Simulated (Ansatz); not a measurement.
C11b WSi2 was calculated with RPBE in Ansatz (PAW).

Run with plane-wave cutoff 520 eV, 24×24×24 k mesh, Fermi–Dirac smearing 0.05 eV, no spin polarisation, scalar-relativistic PAW data made under PBE.

Energies at three volumes about the minimum:

```json
[
 {"V (Å³/atom)": "13.565", "E − E_lowest (meV/atom)": "3.79"},
 {"V (Å³/atom)": "13.842", "E − E_lowest (meV/atom)": "0.00"},
 {"V (Å³/atom)": "14.118", "E − E_lowest (meV/atom)": "3.50"}
]
```

Q: Fit a parabola by hand: where is the minimum, and what is the bulk modulus?

A: Slopes: (0.00 − 3.79)/(13.842 − 13.565) = -13.682 and (3.50 − 0.00)/(14.118 − 13.842) = 12.681 meV/Å³. Curvature E″ = 2 × (12.681 − (-13.682))/(14.118 − 13.565) = 95.345 meV/Å⁶. From the middle of the first interval, the slope vanishes at V0 = 13.7035 − (-13.682)/95.345 = 13.847 Å³/atom. B = V0 E″ = 13.847 × 95.345 meV/Å³ × 0.1602 GPa per meV/Å³ = 212 GPa. The full Birch–Murnaghan fit to all volumes gives V0 = 13.842 Å³/atom and B0 = 211 GPa.

Shape and atoms are relaxed at each volume.

Ansatz is a first-principles code.
